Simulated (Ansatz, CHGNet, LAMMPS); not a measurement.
Ta (model structure, started from the diamond type, Fd-3m, No. 227, 2 atoms in the cell): equilibrium lattice constant a by level of theory

No measured value is used here.

| level (code) | value (Å) |
|---|---|
| CHGNet 0.3.0 | 6.002 |
| SNAP Ta06A.snap (LAMMPS) | 6.522 |
| LDA (Ansatz) | [?] |
| PBE (Ansatz) | 6.103 |
| PBEsol (Ansatz) | 6.003 |
| r²SCAN (Ansatz) | [?] |

Question: Some entries are withheld; supply them.

Answer: 
- LDA (Ansatz, a quantum-chemistry and plane-wave program), value (Å): 5.932
- r²SCAN (Ansatz), value (Å): 6.056

Density-functional levels without +SOC have no spin–orbit coupling. SNAP Ta06A.snap: the cell moved over 20 % in volume from its start. Cutoffs differ between the levels. Ansatz's density-functional and Hartree–Fock values are scalar-relativistic unless marked +SOC, with PAW data made under PBE.

Machine-learned potentials (CHGNet 0.3.0, SNAP Ta06A.snap) are trained on DFT data: a solid inside that data is no test of them.

A model structure was made by putting elements into a prototype or built by hand; it is no filed structure, need not be a known phase, and can be a saddle point held by its symmetry.
